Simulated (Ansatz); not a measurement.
## Ti3Al, response to strain

Start from Ti3Al (space group P6_3/mmc, No. 194; a = 5.747 Å, c = 4.632 Å). Axes: x lies along a and z along c of the hexagonal cell.

Strains are applied to the cell and any free atomic positions relax; under biaxial strain the out-of-plane vector relaxes too.

Method: r2SCAN/PAW in Ansatz (an electronic-structure program), no spin-orbit coupling, earlier PAW set.

Candidates:
(a) uniaxial strain ε_yy = −4.87 %
(b) biaxial strain +3.09 %, plane normal [001], relaxed out of plane
(c) isotropic strain −2.87 %
(d) biaxial strain +0.48 %, plane normal [001], relaxed out of plane
(e) biaxial strain +2.13 %, plane normal [001], relaxed out of plane

Notes on the quantities. energy relative to the base: free energy F.

Q: Order them by energy relative to the base, lowest first.

A: (d) biaxial strain +0.48 %, plane normal [001], relaxed out of plane (+0.6 meV/atom), (e) biaxial strain +2.13 %, plane normal [001], relaxed out of plane (+11 meV/atom), (b) biaxial strain +3.09 %, plane normal [001], relaxed out of plane (+23 meV/atom), (a) uniaxial strain ε_yy = −4.87 % (+27 meV/atom), (c) isotropic strain −2.87 % (+50 meV/atom)

Stability against distortions was not tested. The final runs are not spin-polarised.
